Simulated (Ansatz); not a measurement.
PbI2 (model structure, started from the 3R-MoS2 type, R3m, No. 160, 3 atoms in the cell), treated with PBEsol (Ansatz, a first-principles code, plane waves, PAW).

Numerical settings: plane-wave cutoff 500 eV, 12×12×12 k mesh, Fermi–Dirac smearing 0.05 eV, scalar-relativistic PAW data made under PBE.

Cell (relaxed at this level):

```yaml
crystal:
  lattice:
    - [2.18962, 1.26418, 7.44241]
    - [-2.18962, 1.26418, 7.44241]
    - [0.00000, -2.52836, 7.44241]
  atoms:
    - { symbol: Pb, position: [0.99999, 0.99999, 0.99999] }
    - { symbol: I, position: [0.75718, 0.75718, 0.75718] }
    - { symbol: I, position: [0.57613, 0.57613, 0.57613] }
```

Q: Estimate the band gap that the calculation returns.

A: 
- band gap: 2.29 eV (on the SCF k mesh)

Note: the relaxation could raise the start's symmetry but not lower it, so the cell can be a saddle point.

Spin–orbit coupling is not included; with these elements it can move the gap by several tenths of an eV or more.

Computed values are for the static lattice.

A model structure was made by putting elements into a prototype or built by hand; it is no filed structure, need not be a known phase, and can be a saddle point held by its symmetry.
